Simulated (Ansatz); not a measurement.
Start from BN in the zinc blende structure (space group F-43m, No. 216; a = 3.610 Å). Axes: x, y, z lie along the cube axes.

The values are results of Kohn–Sham DFT with the r2SCAN functional, run in Ansatz (a quantum-chemistry and plane-wave program) with PAW and 500 eV plane waves, no SOC, not measurements.

Strains are applied to the cell and any free atomic positions relax; under biaxial strain the out-of-plane vector relaxes too.

One change was made to it. Results:

```tsv
quantity	base	after
smallest direct gap	9.59 eV	9.03 eV
valence-band top at Γ (three highest levels, from the VBM)	0.00, 0.00, 0.00 eV	0.00, 0.00, -0.20 eV
energy relative to the base (free energy F)	0 meV/atom	+26 meV/atom
```

Q: Name the change that was made.
A. biaxial strain −2.50 %, plane normal [111], relaxed out of plane
B. biaxial strain −2.08 %, plane normal [111], relaxed out of plane
C. biaxial strain −0.83 %, plane normal [111], relaxed out of plane
D. biaxial strain −0.42 %, plane normal [111], relaxed out of plane

A: A, biaxial strain −2.50 %, plane normal [111], relaxed out of plane. For comparison, the valence-band top at Γ in the other runs: biaxial strain −2.08 %, plane normal [111], relaxed out of plane gives 0.00, 0.00, -0.16 eV; biaxial strain −0.42 %, plane normal [111], relaxed out of plane gives 0.00, 0.00, -0.02 eV; biaxial strain −0.83 %, plane normal [111], relaxed out of plane gives 0.00, 0.00, -0.05 eV.

No phonon test of stability was made.
